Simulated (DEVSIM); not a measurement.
Structure: Ti/SiO2/n-InP capacitor, at 300 K.

```csv
layer (left to right),material,thickness (nm),Nd (cm⁻³)
1,SiO2,1.90,-
2,InP,1700,1.3e17
```

Metal gate on the left, work function 4.33 eV. Fixed charge at the semiconductor interface -2e10 cm⁻² (in units of +e); no interface traps.

Constants are typed, rounded textbook-type inputs, not results; the design itself was drawn at random and stands for no fabricated device. Values at 300 K.

```tsv
parameter	SiO2	InP
gap (eV)	9	1.344
affinity (eV)	0.9	4.38
permittivity	3.9	12.5
Nc (cm⁻³)	-	5.7e17
Nv (cm⁻³)	-	1.1e19
```

Simulated with DEVSIM: 1D Poisson equation in equilibrium, Boltzmann statistics, complete ionisation; no quantum confinement or tunnelling. Metal contacts follow the ideal Schottky-Mott rule: no Fermi-level pinning, no interface dipoles.

The gate work function was swept, all else fixed.

```tsv
gate work function (eV)	threshold voltage (band bending 2φF) (V)
4.03	-1.71
4.18	-1.55
4.33	-1.41
4.48	-1.25
4.63	-1.11
```

From the first row to the last the threshold voltage (band bending 2φF) goes from -1.71 to -1.11.
